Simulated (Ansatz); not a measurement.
Consider BeS in the zinc blende structure (space group F-43m, No. 216; a = 4.796 Å). Axes: x, y, z lie along the cube axes.

The values are results of LDA (Ansatz, an electronic-structure program, PAW, no SOC), not measurements.

For the base:

```
Item                         Result
------------  ---------------------
Valley order  X along ⟨100⟩ 2.82 eV
```

One thing is altered: uniaxial strain ε_zz = −0.50 %, all other strain components held at zero, atoms relaxed at fixed cell.

### Question
Estimate the effect on the valley order, hole mass and stress.

### Answer
The valley order (the lowest conduction-band minima on the path, energy above the VBM, named in the base's zone) goes from X along ⟨100⟩ 2.82 eV to X along [001] 2.77 eV; X along [100] 2.81 eV; the hole mass comes out as 0.34 mₑ along z, 0.52 mₑ across (at Γ); the stress (xx, yy, zz, yz, xz, xy; compression positive) comes out as (0.35, 0.35, 0.84, 0.00, 0.00, 0.00) GPa.

The levels and masses belong to the bands next to the band gap. Masses are band curvatures over ±0.01 Å⁻¹ around the edge. Stability against distortions was not tested.
